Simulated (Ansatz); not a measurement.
Terminations of the (111) surface of fcc Rh, measured from the surface 'clean 1x1'. Atoms come from or go to: Al: fcc Al, Bi: rhombohedral Bi, Ge: germanium, Ir: fcc Ir, Mo: bcc Mo, Rh: fcc Rh, Ru: hcp Ru, Sb: rhombohedral Sb. ΔE is the energy of forming the row's surface from that one (negative: more stable at these reservoirs); the vacuum level's shift is aligned on the shared bottom. No zero-point or thermal terms. These are constructed structures in small cells; real faces may alloy, dewet or reconstruct in larger ones, and not all known structures of the face are among them. Slabs of about 11 Å, Fermi-Dirac smearing of 0.1 eV. Bottom of the slabs: a bare face, its two planes held. Relaxed from the named starts with such symmetry as they have, on meshes of like density; energies extrapolated to zero smearing; spin only where a row says so; no spin-orbit coupling, no U. Brackets mark spin-polarised runs, whose order is one that fits the cell. A dash marks a value that is undefined for that row (no clear gap, or no work function of a gapped slab) or was not read reliably on its mesh.

Calculation: PBE (plane waves to 420 eV, PAW; Ansatz, a program for electronic structure).

```
surface                                                                               atoms added per 1x1  ΔE per 1x1 (eV)  shift of the vacuum level (eV)  work function (eV)
-----------------------------------------------------------------------------------  --------------------  ---------------  ------------------------------  ------------------
a layer of Ru in place of the third plane                                                    -1 Rh, +1 Ru                …                            0.03                5.19
a pseudomorphic layer of Ir in the other hollow                                                     +1 Ir             0.11                            0.41                5.56
(√3x√3)R30° layer of Sb, one a cell, on the site that continues the host's stacking             +0.333 Sb            -0.59                           -0.77                4.38
clean 1x1                                                                                            none             0.00                            0.00                5.14
a layer of Al in place of the second plane                                                   +1 Al, -1 Rh            -1.74                           -0.34                4.77
(√3x√3)R30° surface alloy, Ge on one Rh site of the top plane                        +0.333 Ge, -0.333 Rh                …                           -0.30                4.85
(√3x√3)R30° layer of Bi, one a cell, on the site that continues the host's stacking             +0.333 Bi            -0.53                           -1.24                3.91
a pseudomorphic layer of Mo in the other hollow                                                     +1 Mo                …                            0.01                5.17
```

Problem. What belongs in the gaps?

Solution. 
- a layer of Ru in place of the third plane, ΔE per 1x1 (eV): 0.07
- (√3x√3)R30° surface alloy, Ge on one Rh site of the top plane, ΔE per 1x1 (eV): -0.54
- a pseudomorphic layer of Mo in the other hollow, ΔE per 1x1 (eV): 0.20
